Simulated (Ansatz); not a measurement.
Consider the following.

```yaml
crystal:
  lattice:
    - [4.26382, 0.00000, 0.00000]
    - [2.13191, 3.69258, 0.00000]
    - [2.13191, -1.23086, 3.56750]
  atoms:
    - { symbol: Ga, position: [0.99770, 0.00115, 0.00345] }
    - { symbol: Sb, position: [0.50230, 0.24885, 0.74655] }
```

No spin polarisation.

Computed with plane-wave PAW DFT at the r2SCAN level (Ansatz, a program for electronic structure, 500 eV), spin-orbit coupling left out. Γ-centred 13×13×13 mesh, Fermi–Dirac width 0.05 eV.

Problem. Predict the in-plane stress, electron mass and band gap.

Solution. 
- Mean in-plane stress (compression positive): +2.2 GPa
- Electron mass: 0.032 mₑ (at Γ)
- Band gap: 0.52 eV

With Sb present, leaving out spin-orbit coupling can change the band edges. The cells carry an imposed strain or load. Effective masses come from finite differences of ±0.01 Å⁻¹. No phonon test of stability was made. The cell was made from GaSb in the zinc blende structure (space group F-43m, No. 216) by this change: biaxial strain −1.67 %, plane normal [111], relaxed out of plane.
